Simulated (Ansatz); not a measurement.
## BN under a change: biaxial strain +1.80 %, plane normal [001], relaxed out of plane

The reference is BN in the wurtzite structure (space group P6_3mc, No. 186; a = 2.541 Å, c = 4.203 Å). Axes: x lies along a and z along c of the hexagonal cell.

One thing is altered: biaxial strain +1.80 %, plane normal [001], relaxed out of plane (Cartesian); in-plane vectors clamped, the third vector and the atoms free.

All numbers come from Kohn–Sham DFT with the PBEsol functional, run in Ansatz (an electronic-structure program) with PAW and 420 eV plane waves, no spin-orbit coupling. Γ-centred 15×15×8 mesh, Fermi–Dirac width 0.05 eV.

```json
[
 {"quantity": "volume per atom", "base": "5.88 Å³", "changed": "6.08 Å³", "shift": "+0.20 Å³"},
 {"quantity": "space group", "base": "P6_3mc (No. 186)", "changed": "P6_3mc (No. 186)", "shift": "–"},
 {"quantity": "shortest interatomic distance", "base": "1.559 Å", "changed": "1.572 Å", "shift": "+0.013 Å"},
 {"quantity": "pressure (mean of the normal stresses, compression positive)", "base": "0.00 GPa", "changed": "-11.92 GPa", "shift": "-11.92 GPa"},
 {"quantity": "band gap", "base": "4.96 eV", "changed": "5.11 eV", "shift": "+0.144 eV"},
 {"quantity": "gap character", "base": "indirect, Γ → K", "changed": "indirect, Γ → K", "shift": "–"},
 {"quantity": "width of the top valence band", "base": "5.49 eV", "changed": "5.20 eV", "shift": "-0.29 eV"},
 {"quantity": "electron mass", "base": "0.30 mₑ along c, 0.50 mₑ across (at K)", "changed": "0.30 mₑ out of plane, 0.52 mₑ in plane (at K)", "shift": "–"},
 {"quantity": "valence-band top at Γ (three highest levels, from the VBM)", "base": "0.00, 0.00, -0.28 eV", "changed": "0.00, 0.00, -0.19 eV", "shift": "–"},
 {"quantity": "out-of-plane strain", "base": "–", "changed": "-0.21 %", "shift": "–"},
 {"quantity": "ratio −ε⊥/ε∥", "base": "–", "changed": "0.12", "shift": "–"},
 {"quantity": "mean in-plane stress (compression positive)", "base": "–", "changed": "-17.9 GPa", "shift": "–"}
]
```

Final structure (turned so that z lies along the plane normal):

```xyz
4
Lattice="2.5867 0.0000 0.0000 1.2934 2.2402 0.0000 0.0000 0.0000 4.1945" Properties=species:S:1:pos:R:3 pbc="T T T"
B      1.2934     0.7467     0.0002
B      2.5867     1.4935     2.0975
N      1.2934     0.7467     1.5727
N      2.5867     1.4935     3.6699
```

Effective masses come from finite differences of ±0.01 Å⁻¹. Semilocal Kohn–Sham gaps tend to fall short of experiment. Stability against distortions was not tested.
